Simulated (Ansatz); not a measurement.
Start from ScAl3 in the Cu3Au type structure (space group Pm-3m, No. 221; a = 4.0327 Å; relaxed with 0.1 eV smearing). Axes: x, y, z lie along the cube axes.

The values are results of LDA (Ansatz, a first-principles code; PAW; 420 eV plane waves; no spin-orbit coupling), not measurements.

The change: tensile biaxial strain of 0.60 % in the plane normal to [001], as in epitaxy on a mismatched substrate; the out-of-plane cell vector and the atoms relax.

Q: What happens to the out-of-plane strain and energy relative to the base?

A: The out-of-plane strain amounts to -0.27 %; the energy increases by 0.8 meV/atom.

Whether these cells are dynamically stable was not tested. The final runs are not spin-polarised.
